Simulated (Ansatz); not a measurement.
We consider SnPbO3 (model structure, started from the tetragonal perovskite type, P4mm, No. 99, 5 atoms in the cell), described by PBE0 (Ansatz, a first-principles code, PAW).

Settings: plane-wave cutoff 460 eV, 6×6×6 k mesh, Fermi–Dirac smearing 0.01 eV, scalar-relativistic PAW data made under PBE.

Cell (relaxed with PBEsol):

```
CELL_PARAMETERS angstrom
      4.07486     0.00000     0.00000
      0.00000     4.07486     0.00000
      0.00000     0.00000     4.13044
ATOMIC_POSITIONS crystal
  Sn 0.50000 0.50000 0.43609
  Pb 0.00000 0.00000 0.99817
  O  0.50000 0.50000 0.92124
  O  0.50000 0.00000 0.37525
  O  0.00000 0.50000 0.37525
```

Problem. What does this level give for the band gap and smallest direct gap on the k points sampled?

Solution. 
- band gap = 3.37 eV (on the SCF k mesh)
- smallest direct gap on the k points sampled = 4.68 eV

Note: the relaxation could raise the start's symmetry but not lower it, so the cell can be a saddle point; cell and atoms aren't relaxed at this level (pressure -0.7 GPa).

Spin–orbit coupling is not included; with these elements it can move the gap by several tenths of an eV or more.

It cost around 6 core-minutes (rough) of CPU time.

A model structure was made by putting elements into a prototype or built by hand; it is no filed structure, need not be a known phase, and can be a saddle point held by its symmetry.
